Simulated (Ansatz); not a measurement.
The reference is GaCuSe$_{2}$ in the chalcopyrite structure (space group I-42d, No. 122; a = 5.672 Å, c = 11.263 Å). Axes: x, y, z lie along a, b, c of the conventional cell.

Structures relaxed with plane-wave PAW DFT at the PBE level (Ansatz, a quantum-chemistry and plane-wave program, 420 eV), no spin-orbit coupling.

Base:

Simulated powder pattern, Mo Kα, λ = 0.71073 Å (kinematic, ideal powder, no thermal factors, no anomalous dispersion; the 14 strongest lines at most, above 2 %, up to 2θ = 40°):

```csv
2θ (°),I/Imax (%),hkl
12.49,100,(112)
20.42,27,(220)
20.49,54,(204)
24.00,34,(312)
24.13,17,(116)
29.03,9.4,(400)
29.24,4.6,(008)
31.71,7.1,(332)
31.81,14,(316)
35.79,19,(424)
35.93,9.3,(228)
38.01,7.6,(512)
38.09,3.8,(336)
38.26,3.7,(1 1 10)
```

The change: uniaxial strain ε_zz = −1.50 %, all other strain components held at zero, atoms relaxed at fixed cell.

Predict the new powder pattern.


Simulated powder pattern, Mo Kα, λ = 0.71073 Å (kinematic, ideal powder, no thermal factors, no anomalous dispersion; the 14 strongest lines at most, above 2 %, up to 2θ = 40°):

| 2θ (°) | d (Å) | I/Imax (%) | hkl |
|---|---|---|---|
| 12.55 | 3.250 | 100 | (112) |
| 20.42 | 2.005 | 28 | (220) |
| 20.65 | 1.983 | 53 | (204) |
| 24.04 | 1.707 | 34 | (312) |
| 24.44 | 1.679 | 16 | (116) |
| 29.03 | 1.418 | 9.6 | (400) |
| 29.70 | 1.387 | 4.5 | (008) |
| 31.74 | 1.300 | 7.2 | (332) |
| 32.05 | 1.287 | 14 | (316) |
| 35.89 | 1.153 | 19 | (424) |
| 36.31 | 1.141 | 9.1 | (228) |
| 38.03 | 1.091 | 7.7 | (512) |
| 38.30 | 1.083 | 3.8 | (336) |
| 38.82 | 1.069 | 3.6 | (1 1 10) |

The indices refer to the base's conventional cell; one index is shown for lines that coincide.

Whether these cells are dynamically stable was not tested. All final runs are without spin polarisation. Gaps under 0.05 eV, about the width of the smearing, are given as zero.
